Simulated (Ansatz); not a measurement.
Given:

```
BeTe
1.0
    0.00000     2.74680     2.74680
    2.74680     0.00000     2.74680
    2.74680     2.74680     0.00000
Be Te
1 1
Direct
  0.00000   0.00000   0.00000
  0.25000   0.25000   0.25000
```

No spin polarisation.

Computed with DFT with PBE, PAW potentials and a 420 eV plane-wave cutoff in Ansatz (an electronic-structure program), no spin-orbit coupling. Settings: 10×10×10 k-points, 0.05 eV Fermi–Dirac smearing.

**Question.** What band gap does the calculation give?

**Answer.** 1.80 eV.

**Question.** What is the computed pressure?

**Answer.** 6.20 GPa.

**Question.** What smallest direct gap does the calculation give?

**Answer.** 3.56 eV.

**Question.** What is the computed gap character?

**Answer.** Indirect, Γ → X.

With Te present, leaving out spin-orbit coupling can change the band edges. The cells carry an imposed strain or load. Stability against distortions was not tested. The cell was made from BeTe in the zinc blende structure (space group F-43m, No. 216) by this change: isotropic strain −3.00 %.
